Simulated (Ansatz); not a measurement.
ZrAl3 (I4/mmm, No. 139) was calculated with BLYP (Ansatz, a quantum-chemistry and plane-wave program, plane waves, PAW).

Settings: plane-wave cutoff 520 eV, 20×20×20 k mesh, Fermi–Dirac smearing 0.05 eV, scalar-relativistic PAW data made under PBE.

A third-order Birch–Murnaghan fit to the energies gives V0 = 18.107 Å³/atom, B0 = 88.8 GPa, B′ = 4.4.

```json
[
 {"V (Å³/atom)": "17.383", "P (GPa)": "(withheld)"},
 {"V (Å³/atom)": "17.745", "P (GPa)": "(withheld)"},
 {"V (Å³/atom)": "18.107", "P (GPa)": "0.00"},
 {"V (Å³/atom)": "18.469", "P (GPa)": "(withheld)"},
 {"V (Å³/atom)": "18.831", "P (GPa)": "-3.20"}
]
```

**Question.** Estimate the withheld pressures from this fit; the answers are the runs' own values.

**Answer.** 
- 17.383, P (GPa): 3.96
- 17.745, P (GPa): 1.87
- 18.469, P (GPa): -1.69

The formula P = (3/2) B0 (x^(7/3) − x^(5/3)) [1 + (3/4)(B′ − 4)(x^(2/3) − 1)] with x = V0/V meets the computed pressures within 0.01 GPa when these rounded values are put in.

Shape and atoms are relaxed at each volume.

Note: the bulk modulus comes from volumes at which shape and atoms were relaxed.
